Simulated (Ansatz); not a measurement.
The parent structure is ZnO in the wurtzite structure (space group P6_3mc, No. 186).

```
CELL_PARAMETERS angstrom
      3.27960     0.00000     0.00000
     -1.63980     2.84021     0.00000
      0.00000     0.00000     5.29330
ATOMIC_POSITIONS crystal
  Zn 0.66667 0.33333 0.00215
  Zn 0.33333 0.66667 0.50215
  O  0.66667 0.33333 0.62305
  O  0.33333 0.66667 0.12305
```

All numbers come from PBE/PAW in Ansatz (an electronic-structure program), no spin-orbit coupling.

One change was made to it. Results:

The band gap rises by 0.05 eV (0.74 eV → 0.79 eV); the width of the top valence band goes up by 0.07 eV to 1.78 eV; the shortest interatomic distance falls by 0.0215 Å, from 1.999 Å to 1.977 Å.

**Question.** Which of these changes matches the shifts?
(A) pressure 22.5 GPa
(B) pressure 4.5 GPa
(C) pressure −1 GPa
(D) pressure −2 GPa
(E) pressure 2.1 GPa

**Answer.** B, pressure 4.5 GPa. For comparison, the shortest interatomic distance in the other runs: pressure −1 GPa gives 2.004 Å; pressure 22.5 GPa gives 1.914 Å; pressure −2 GPa gives 2.009 Å; pressure 2.1 GPa gives 1.988 Å.

Load acts through the strain it causes; cell and atoms are relaxed under it. No phonon test of stability was made. Measured, ZnO leaves this structure (for rock salt) near 9.1 GPa (temperature not stated; as listed in Datta, Sujoy, Jana, Debnarayan, arXiv (2020)), on rising pressure, with hysteresis.
